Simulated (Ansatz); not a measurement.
We consider cubic perovskite BaHfO3, described by PBEsol in Ansatz (plane waves, PAW).

Run with plane-wave cutoff 520 eV, 8×8×8 k mesh, Fermi–Dirac smearing 0.01 eV, scalar-relativistic PAW data made under PBE.

Properties against volume:

```tsv
V (Å³/atom)	P (GPa)	direct gap at Γ (eV)
13.512	12.01	3.661
13.799	7.57	3.668
14.087	3.58	3.670
14.374	0.00	3.667
14.662	-3.21	3.660
14.949	-6.09	3.649
15.237	-8.67	3.635
```

The fundamental gap (3.58 eV at the equilibrium volume, with added k points) lies elsewhere than Γ–Γ.

Spin–orbit coupling is not included.

Ansatz is an electronic-structure program.
